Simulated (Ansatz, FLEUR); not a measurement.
A FLEUR input for a self-consistent single point of I (Cmce, 4 atoms in the cell) (DFT, LDA (Perdew-Zunger), all-electron FLAPW (FLEUR), scalar-relativistic valence):

Input of the input generator:

```
I FLAPW
&input film=f /
0.5501859618 -0.8350421591 0.0000000000
0.5501859618 0.8350421591 0.0000000000
0.0000000000 0.0000000000 2.2489856224
8.2261169549
1.0 1.0 1.0

4
53 0.8460000000 0.8460000000 0.8830000000
53 0.6540000000 0.6540000000 0.3830000000
53 0.3460000000 0.3460000000 0.6170000000
53 0.1540000000 0.1540000000 0.1170000000

&comp jspins=1 /
&exco xctyp='pz' /
&kpt div1=3 div2=3 div3=2 gamma=t /
&end /
```

```xml
<?xml version="1.0" encoding="UTF-8" standalone="no"?>
<fleurInput fleurInputVersion="0.39">
   <comment>
      I FLAPW                                                                                             
   </comment>
   <calculationSetup>
      <cutoffs Kmax="4.2" Gmax="16.8" GmaxXC="16.8" numbands="0"/>
      <scfLoop itmax="80" minDistance="0.00001" maxIterBroyd="99" imix="Anderson" alpha="0.05" precondParam="0.0" spinf="2.0"/>
      <coreElectrons ctail="T" frcor="F" kcrel="0" coretail_lmax="0"/>
      <xcFunctional name="pz" relativisticCorrections="F"/>
      <magnetism jspins="1"/>
      <soc l_soc="F" theta="0.0" phi="0.0" spav="F"/>
      <expertModes spex="0" secvar="F"/>
      <geometryOptimization l_f="T" forcealpha="1.0" forcemix="BFGS" epsdisp="0.00001" epsforce="0.00001"/>
      <ldaU l_linMix="F" mixParam="0.05" spinf="1.0"/>
   </calculationSetup>
   <cell>
      <bzIntegration valenceElectrons="68.0" mode="hist" fermiSmearingEnergy="0.00073499">
         <kPointListSelection listName="default-1"/>
         <!-- k-points included here -->
         <xi:include xmlns:xi="http://www.w3.org/2001/XInclude" href="kpts.xml"> </xi:include>
      </bzIntegration>
      <!-- symmetry operations included here -->
      <xi:include xmlns:xi="http://www.w3.org/2001/XInclude" href="sym.xml"> </xi:include>
      <bulkLattice scale="1.0">
         <bravaisMatrix>
            <row-1>    4.5258940687109437    -6.8691544630288135     0.0000000000000000</row-1>
            <row-2>    4.5258940687109437     6.8691544630288135     0.0000000000000000</row-2>
            <row-3>    0.0000000000000000     0.0000000000000000    18.5004187597509713</row-3>
         </bravaisMatrix>
      </bulkLattice>
   </cell>
   <atomSpecies>
      <species name="Iodine (I)" element="I" atomicNumber="53">
         <mtSphere radius="2.40" gridPoints="829" logIncrement="0.016"/>
         <atomicCutoffs lmax="10" lnonsphr="8"/>
         <electronConfig flipSpins="F">
            <coreConfig>(1s1/2) (2s1/2) (2p1/2) (2p3/2) (3s1/2) (3p1/2) (3p3/2) (4s1/2) (3d3/2) (3d5/2) (4p1/2) (4p3/2)</coreConfig>
            <valenceConfig>(5s1/2) (4d3/2) (4d5/2) (5p1/2) (5p3/2)</valenceConfig>
            <stateOccupation state="(5p1/2)" spinUp="0.8333333333333" spinDown="0.8333333333333"/>
            <stateOccupation state="(5p3/2)" spinUp="1.6666666666667" spinDown="1.6666666666667"/>
         </electronConfig>
         <energyParameters s="5" p="5" d="5" f="4"/>
         <lo type="SCLO" l="2" n="4" eDeriv="0"/>
      </species>
   </atomSpecies>
   <atomGroups>
      <atomGroup species="Iodine (I)">
         <relPos label="                   1">-.1540000000 -.1540000000 -.1170000000</relPos>
         <relPos label="                   2">-.3460000000 -.3460000000 .3830000000</relPos>
         <relPos label="                   3">.3460000000 .3460000000 -.3830000000</relPos>
         <relPos label="                   4">.1540000000 .1540000000 .1170000000</relPos>
         <force calculate="T" relaxXYZ="TTT"/>
      </atomGroup>
   </atomGroups>
   <output dos="F" band="F" slice="F">
      <checks vchk="F" cdinf="F"/>
      <bandDOS minEnergy="-.5*Htr" maxEnergy="0.5*Htr" sigma="0.015" storeEVData="T"/>
      <vacuumDOS vacdos="F" integ="F" star="F" nstars="0" locx1="0.0" locy1="0.0" locx2="0.0" locy2="0.0" nstm="0" tworkf="0.0"/>
      <unfoldingBand unfoldBand="F" supercellX="1" supercellY="1" supercellZ="1"/>
      <plotting iplot="0" polar="F">
         <plot TwoD="T" vec1="  1.0  0.0  0.0" vec2="  0.0  1.0  0.0" vec3="  0.0  0.0  1.0" zero="  0.0  0.0  0.0" file="plot"/>
      </plotting>
      <chargeDensitySlicing numkpt="0" minEigenval="0.0" maxEigenval="0.0" nnne="0" pallst="F"/>
      <specialOutput eonly="F"/>
      <magneticCircularDichroism mcd="F" energyLo="-10.0" energyUp="0.0"/>
   </output>
  <!-- We include the file relax.xml here to enable relaxations (see documentation) -->
  <xi:include xmlns:xi="http://www.w3.org/2001/XInclude" href="relax.xml"> <xi:fallback/> </xi:include>
</fleurInput>
```

Task: Give the Ansatz (a program for electronic structure) input for the same structure, mesh, smearing and functional.

Result: One input that does it (others would too):

Ansatz 0.2 input:
```yaml
# I
crystal:
  lattice:
    - [2.395000, -3.635000, 0.000000]
    - [2.395000, 3.635000, 0.000000]
    - [0.000000, 0.000000, 9.790000]
  atoms:
    - { symbol: I, position: [0.846000, 0.846000, 0.883000] }
    - { symbol: I, position: [0.654000, 0.654000, 0.383000] }
    - { symbol: I, position: [0.346000, 0.346000, 0.617000] }
    - { symbol: I, position: [0.154000, 0.154000, 0.117000] }
kpoints:
  mp_grid: { grid: [3, 3, 2] }
hamiltonian:
  xc: lda
  pseudopotentials: { kind: paw }
scf:
  occupations: { method: fermi_dirac, width: 0.02 }
output:
  forces: true
  eigenvalues: true
  stress: true
```

Basis, cutoffs, solver keys and any potentials are the target program's own. This input uses DFT, LDA (PW92), plane waves, default PAW files made with PBE. LDA parametrisations can differ slightly between programs.

The starting cell has typed, rounded lattice constants, without a prior relaxation at this level.
